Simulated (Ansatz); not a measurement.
Take CsGeCl₃ (space group R3m, No. 160; a = 7.4881 Å, c = 9.2250 Å (hexagonal axes); a cell from a computed database, its experimental status unchecked) as the base.

Levels (all Ansatz, a program for electronic structure, PAW): PBEsol (420 eV, without spin-orbit coupling); HSE06 (420 eV, no spin-orbit coupling).

The geometry is relaxed with PBEsol.

| Item | Result |
|---|---|
| PBEsol band gap | 1.33 eV |

Question: How does going to HSE06 change the band gap?

Answer: The band gap goes up by 0.75 eV (1.33 eV → 2.08 eV).

Single points use the geometry relaxed with PBEsol. The hybrid gap comes from the SCF mesh plus the semilocal run's edge points and a few special points and is an upper bound. Whether these cells are dynamically stable was not tested.
